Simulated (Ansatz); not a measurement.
# WSi2: biaxial strain −1.00 %, plane normal [001], relaxed out of plane

The parent structure is WSi2 (space group I4/mmm, No. 139; a = 3.185 Å, c = 7.773 Å; relaxed with 0.1 eV smearing). Axes: x, y, z lie along a, b, c of the conventional cell.

Perturbation: compressive biaxial strain of 1.00 % in the plane normal to [001], as in epitaxy on a mismatched substrate; the out-of-plane cell vector and the atoms relax.

All numbers come from LDA (Ansatz, a first-principles code, PAW, no spin-orbit coupling). Γ-centred 25×25×25 mesh, Fermi–Dirac width 0.1 eV.

| quantity | base | changed | shift |
|---|---|---|---|
| volume per atom | 13.14 Å³ | 12.93 Å³ | -0.21 Å³ |
| space group | I4/mmm (No. 139) | I4/mmm (No. 139) | – |
| shortest interatomic distance | 2.571 Å | 2.577 Å | +0.0067 Å |
| energy relative to the base (free energy F) | 0 meV/atom | +4.6 meV/atom | +4.6 meV/atom |
| pressure (mean of the normal stresses, compression positive) | 0.0 GPa | 3.8 GPa | +3.8 GPa |
| band gap | zero | zero | – |
| out-of-plane strain | – | +0.39 % | – |
| ratio −ε⊥/ε∥ | – | 0.39 | – |
| mean in-plane stress (compression positive) | – | +5.6 GPa | – |

Final structure (turned so that z lies along the plane normal):

```
CELL_PARAMETERS angstrom
      3.15342     0.00000     0.00000
      0.00000     3.15342     0.00000
      1.57671    -1.57671     3.90155
ATOMIC_POSITIONS crystal
  Si 0.33439 0.66561 0.33122
  Si 0.66561 0.33439 0.66878
  W  0.00000 0.00000 0.00000
```

Whether these cells are dynamically stable was not tested. All final runs are without spin polarisation.
